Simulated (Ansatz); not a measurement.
## InP, response to strain

Base system: InP in the zinc blende structure (space group F-43m, No. 216; a = 5.907 Å).

Strains are applied to the cell and any free atomic positions relax.

Method: Kohn–Sham DFT with the r2SCAN functional, run in Ansatz (a quantum-chemistry and plane-wave program) with PAW and 500 eV plane waves, scalar-relativistic without spin-orbit coupling.

Candidates:
(a) isotropic strain −3.00 %
(b) isotropic strain −2.50 %
(c) isotropic strain −1.00 %
(d) isotropic strain −2.00 %

For the base:

The band gap comes out as 1.03 eV.

Task: Order them by band gap, highest first.

Result: (a) isotropic strain −3.00 % (1.56 eV), (b) isotropic strain −2.50 % (1.47 eV), (d) isotropic strain −2.00 % (1.38 eV), (c) isotropic strain −1.00 % (1.20 eV)

Whether these cells are dynamically stable was not tested.
